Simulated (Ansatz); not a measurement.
ZnSe (F-43m) under hydrostatic pressure (compression positive): hole conductivity mass by r2SCAN with spin-orbit coupling, rigid bands (plane waves, PAW; Ansatz, an electronic-structure program). The unloaded cell, whose axes the loads refer to:

```cif
data_Se4Zn4
_chemical_formula_sum 'Zn4 Se4'
_space_group_name_H-M_alt 'F-43m'
_space_group_IT_number 216
_space_group_name_Hall 'F -4 2 3'
_cell_length_a 5.63340
_cell_length_b 5.63340
_cell_length_c 5.63340
_cell_angle_alpha 90.000
_cell_angle_beta 90.000
_cell_angle_gamma 90.000
loop_
_atom_site_label
_atom_site_type_symbol
_atom_site_symmetry_multiplicity
_atom_site_Wyckoff_symbol
_atom_site_fract_x
_atom_site_fract_y
_atom_site_fract_z
_atom_site_occupancy
Zn1 Zn 4 a 0.00000 0.00000 0.00000 1
Se1 Se 4 d 0.75000 0.75000 0.75000 1
```
(The calculation used a cell of 2 atoms; values per cell refer to that cell.)

```csv
hydrostatic pressure (compression positive) (GPa),volume per atom (Å³),hole conductivity mass (mₑ)
-2.4,23.27,0.704
-1.6,22.94,0.691
-0.8,22.63,?
0,22.35,0.667
0.8,22.08,0.657
1.6,21.83,0.647
3.2,21.38,0.629
4.8,20.97,0.613
```

Fit a straight line to ln(hole conductivity mass) against the load over the rows given, and predict the row at -0.8 GPa.

The means are x̄ = 0.914 GPa and ȳ = -0.4192; Σ(x − x̄)(y − ȳ) = -0.7491 and Σ(x − x̄)² = 38.95, so the slope is -1.92 % per GPa, and the rows given lie within 0.45 % of the line. At -0.8 GPa the line gives 0.680 mₑ; the calculation gives 0.678 mₑ, 0.24 % from it.

Masses are for dilute carriers at 300 K, harmonic means over directions unless an axis is named. Stresses and pressures are the targets of the relaxation. The structure type is held at every load. Geometry: cell and atoms relaxed with PBEsol.
